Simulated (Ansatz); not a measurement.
**A computed series for ZnO: pressure series**

The parent structure is ZnO in the wurtzite structure (space group P6_3mc, No. 186; a = 3.2352 Å, c = 5.2114 Å).

Cell and atoms are relaxed at each pressure.

Calculations: Ansatz (a first-principles code) r2SCAN, scalar-relativistic without spin-orbit coupling.

```csv
pressure (GPa),volume per atom (Å³/atom)
-2,11.972
-1,11.889
0,11.809
0.9,11.739
2.1,?
4.5,11.481
15,10.866
22.5,10.514
30,10.212
```

### Question
Fit the third-order Birch–Murnaghan form P(V) = (3B₀/2)[(V₀/V)^(7/3) − (V₀/V)^(5/3)]·[1 + (3/4)(B₀′ − 4)((V₀/V)^(2/3) − 1)] (squares taken in P) to the rows shown and predict the withheld row.

### Answer
Least squares on the printed values gives V₀ = 11.809 Å³/atom, B₀ = 150 GPa, B₀′ = 4.4; this predicts 11.650 Å³/atom, and the run gives 11.649 Å³/atom, in agreement.

Measured bulk modulus of ZnO: 143 GPa (temperature not stated; as listed in Cormac Toher et al., Physical Review Materials (2017)); the computed value is for a static lattice, so the two differ by thermal effects too.

Load acts through the strain it causes; cell and atoms are relaxed under it. Stability against distortions was not tested. Measured, ZnO leaves this structure (for rock salt) near 9.1 GPa (temperature not stated; as listed in Datta, Sujoy, Jana, Debnarayan, arXiv (2020)), on rising pressure, with hysteresis.
